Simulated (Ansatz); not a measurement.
The starting structures come from a database of crystals and need not be the phases stable at ambient conditions.

 Where the default PAW files enter, the runs use the earlier of Ansatz's two default sets.

By PBEsol, the system below comes out a metal.

Consider the following.

```yaml
crystal:
  lattice:
    - [4.06067, 0.00000, 0.00000]
    - [0.00000, 4.06067, 0.00000]
    - [2.03034, -2.03034, 2.85109]
  atoms:
    - { symbol: Al, position: [0.25000, 0.25000, 0.50000] }
    - { symbol: Al, position: [0.75000, 0.75000, 0.50000] }
    - { symbol: Cu, position: [0.50000, 0.50000, 0.00000] }
```

Space group of this cell: I4/mmm. The cell is taken as given.

The current flows along the normal of the first two printed cell vectors, the (001) plane of the conventional cell. No spin-orbit coupling; the value is a mean over 0.1 eV about the Fermi level.

Task: State the ballistic conductance per area according to Ansatz (a program for electronic structure) with PBEsol.

Result: 0.82 × 10¹⁵ S/m² for both spins.
